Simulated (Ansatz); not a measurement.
Problem. Name crystals whose electron conductivity mass lies between 0.21 and 0.33 mₑ and whose band gap lies between 0.28 and 0.44 eV, by Ansatz (an electronic-structure program) with PBEsol, rigid bands.

Solution. Many crystals can fit; among those computed here:
- SrGaGeH (P3m1): 0.25 mₑ, 0.40 eV

Masses are for dilute carriers at 300 K, harmonic means over directions unless an axis is named. Spin-orbit coupling is left out.

Formula and space group known from diffraction (Crystallography Open Database), not checked to be the room-temperature form: SrGaGeH (P3m1).
